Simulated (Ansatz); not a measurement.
rock-salt AgCl: the defect V_Ag

Method: PBE, PAW (plane waves to 420 eV; Ansatz, a program for electronic structure). Cell: 64 sites, 2×2×2 repeats of a cell of 8 atoms; final energies on a 2×2×2 shifted mesh. Site at the start: the Ag site. Charged cells carry a point-charge image correction with potential alignment at far atoms. Dielectric constants: PBE linear response of the host. Host gap at this level: 0.92 eV. A cell of this size leaves errors of a few tenths of an eV. Levels are measured in PBE's own, too narrow, gap. Spin–orbit coupling is left out. Each state is the lowest found from its start.

Formation energies E_f are given with the Fermi level at the valence-band maximum. Chemical conditions: Ag-rich (Δμ(Ag) = 0.00 eV; only phases computed here count, gases as isolated molecules at 0 K); Cl-rich (Δμ(Ag) = -0.90 eV; only phases computed here count, gases as isolated molecules at 0 K). Reference phases: Ag: fcc Ag.

Charges with a result: +1, 0, −1. Others weren't obtained, and one of them could lie lower, also by skipping a charge.

```csv
charge,moment (μB),point group,largest move off a lattice site (Å),image correction with alignment (eV),"E_f, Ag-rich (eV)","E_f, Cl-rich (eV)"
+1*,not spin-polarised,–,0.29,–,–,–
0*,fractional,–,0.25,–,–,–
−1,not spin-polarised,near C3i,0.23,0.33,0.28,-0.62
```

* At this level the carrier isn't localised at the defect: at charge +1 holes occupy the valence band; at charge 0 holes occupy the valence band. Such a state is shallow or no state of the defect, and this cell gives it no level.

Point groups are those of the whole cell at tolerances of 0.03 and 0.1 Å ("near" where only the looser one holds); none is given for unsettled states.

Flagged in the runs: a doubtful potential alignment, a strain field that reaches the edge of the cell.

All states together cost around 6 core-hours (rough).
